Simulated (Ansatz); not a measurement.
A self-consistent single point of a (001) slab of MoPt2 (cut from a parent of space group no. 71; 6 atoms in the cell) with Ansatz (a program for electronic structure).

Level of theory: PBEsol, default PAW files made with PBE (plane waves; Ansatz).

```yaml
crystal:
  lattice:
    - [2.77129, 0.00000, 0.00000]
    - [0.00000, 3.98396, 0.00000]
    - [0.00000, 0.00000, 20.90661]
  atoms:
    - { symbol: Mo, position: [0.00000, 0.00000, 0.59990] }
    - { symbol: Pt, position: [0.00000, 0.00000, 0.46537] }
    - { symbol: Pt, position: [0.50000, 0.50000, 0.53463] }
    - { symbol: Mo, position: [0.50000, 0.50000, 0.40010] }
    - { symbol: Pt, position: [0.50000, 0.50000, 0.66518] }
    - { symbol: Pt, position: [0.00000, 0.00000, 0.33482] }
```

Reference input (self-consistent single point, DFT, PBEsol, plane waves, default PAW files made with PBE): basis.ecutwfc = 420 eV; kpoints.mp_grid.grid = 9 7 1; hamiltonian.xc = pbesol; hamiltonian.pseudopotentials = {kind: paw} (the program's default PAW files); scf.occupations.method = gaussian; scf.occupations.width = 0.1 eV. This run's input differs from it in these lines:

Ansatz 0.2 input:
```diff
@@ -13,3 +13,3 @@
 basis:
-  ecutwfc: 420.0 eV
+  ecutwfc: 355.0 eV
 kpoints:
```

The program printed (abridged):

```
SCF iter   1: F=—  HF=-59328.717357 eV  |F-HF|=—  |Δ(HF+E_count)|=         —  Δρ=6.34e-3  dr2=1.28e-1  ethr=1.77e-3  ⟨swp⟩=7.5  Hψ=5068  notcnv=0
all-band conjugate gradients solve this SCF's bands
preconditioner: auto → LDOS
SCF iter   2: F=—  HF=-59328.717276 eV  |F-HF|=—  |Δ(HF+E_count)|=   8.10e-5  Δρ=5.01e-3  dr2=7.17e-2  ethr=1.28e-4  ⟨swp⟩=2.8  Hψ=2850  notcnv=0  defer=52
   [... lines left out ...]
SCF iter   5: F=—  HF=-59328.703749 eV  |F-HF|=—  |Δ(HF+E_count)|=   2.27e-5  Δρ=8.39e-5  dr2=1.56e-5  ethr=2.58e-7  ⟨swp⟩=2.7  Hψ=1930  notcnv=0  defer=52
SCF iter   6: F=—  HF=-59328.703778 eV  |F-HF|=—  |Δ(HF+E_count)|=   2.88e-5  Δρ=3.49e-5  dr2=4.23e-6  ethr=1.56e-8  ⟨swp⟩=2.8  Hψ=2213  notcnv=0  defer=52
SCF iter   7: F=—  HF=-59328.703778 eV  |F-HF|=—  |Δ(HF+E_count)|=   3.78e-7  Δρ=8.28e-6  dr2=1.72e-7  ethr=4.23e-9  ⟨swp⟩=2.0  Hψ=1661  notcnv=0  defer=52
SCF iter   8: F=-59328.703778 eV  HF=-59328.703778 eV  |F-HF|=1.58e-8  |Δ(HF+E_count)|=   2.18e-7  Δρ=3.35e-6  dr2=4.96e-8  ethr=1.00e-10  ⟨swp⟩=12.4  Hψ=5330  notcnv=0
SCF 1 converged in 8 iterations: F = -59328.703778 eV  dr2 = 4.96e-8
Free energy (F): -59328.703778 eV
Internal energy: -59328.681078 eV  (E = F + TS)
E sigma→0 (E₀):  -59328.692428 eV
Entropy (-TS):   -0.022699 eV (-3.783 meV/atom)
Fermi energy:    5.621931 eV
--- Forces (eV/Å), atoms counted from 1 ---
  atom   1  Mo     0.00000000     0.00000000    -0.17153565
  atom   2  Pt     0.00000000     0.00000000     0.06948307
  atom   3  Pt     0.00000000     0.00000000    -0.06948307
  atom   4  Mo     0.00000000     0.00000000     0.17153565
  atom   5  Pt     0.00000000     0.00000000    -0.93517593
  atom   6  Pt     0.00000000     0.00000000     0.93517593
--- Stress (GPa, compression-positive) ---
       -7.269762       0.000000       0.000000
        0.000000      -8.099814       0.000000
        0.000000       0.000000      -5.053780
  P = ⅓ Tr σ = -6.8078 GPa (-68.078 kbar)
  The stress holds the Pulay correction. Without it, at fixed plane waves, as pw.x and ABINIT print it: P = -7.1059 GPa
```

The run converged in 8 iterations. Against the reference run the free energy goes up by 4.5 meV/atom and the largest force stays at 0.935 eV/Å.

The starting cell comes from a database of computed structures (which also holds hypothetical and non-ambient phases and stackings), without a prior relaxation at this level. The slab is cut from that crystal, and its faces are unrelaxed. Its lattice was rescaled by up to half a per cent. Spin-orbit coupling is off. Spin polarisation is off. The cutoff lies below the one recommended for these files.
